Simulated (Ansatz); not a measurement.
Pt (Fm-3m), PBEsol with spin-orbit coupling, DFPT electron-phonon coupling, linearised Boltzmann equation (Ansatz, a quantum-chemistry and plane-wave program). Condition of this run: spin-orbit coupling switched on. Phonon-limited resistivity 9.59 μΩ·cm at 300 K, 12.7 μΩ·cm at 400 K, current-weighted mean free path 5.8 nm, Drude plasma energy 7.65 eV.

Q: Estimate the resistivity of a 40 nm square wire with diffuse walls from ρ ≈ ρ₀(1 + 3ℓ/4d).

A: 1 + 0.75 × 5.8/40 = 1.11, so ρ ≈ 10.6 μΩ·cm and a line 1 μm long has 66.5 Ω. The formula is the free-electron limit for d well above ℓ; grain boundaries add to it.

Q: What temperature coefficient of resistance follows, and how does it compare with 1/T?

A: (ρ₄₀₀ − ρ₃₀₀)/(100 K × ρ₃₀₀) = 3.24×10⁻³ K⁻¹, against 1/T = 3.33×10⁻³ K⁻¹ for a resistivity proportional to T. Impurities would add a constant and lower it.

Q: Estimate the electronic thermal conductivity at 300 K by the Wiedemann-Franz law (L₀ = 2.44×10⁻⁸ W·Ω/K²).

A: L₀T/ρ = 2.44×10⁻⁸ × 300/(9.59×10⁻⁸) = 76.3 W/(m·K). Inelastic scattering puts the true Lorenz number somewhat under L₀ near and below the Debye temperature.

A metal at this level (no band gap). Only scattering by harmonic phonons is included (no impurities, grain boundaries, electron-electron scattering or thermal expansion). Halving the electron mesh (28x28x28) moves the resistivity by up to 2 % at 300 K, the mean free path by up to 9 %. Smearing 0.20 eV; phonons on a 6x6x6 q mesh, which this run doesn't test.
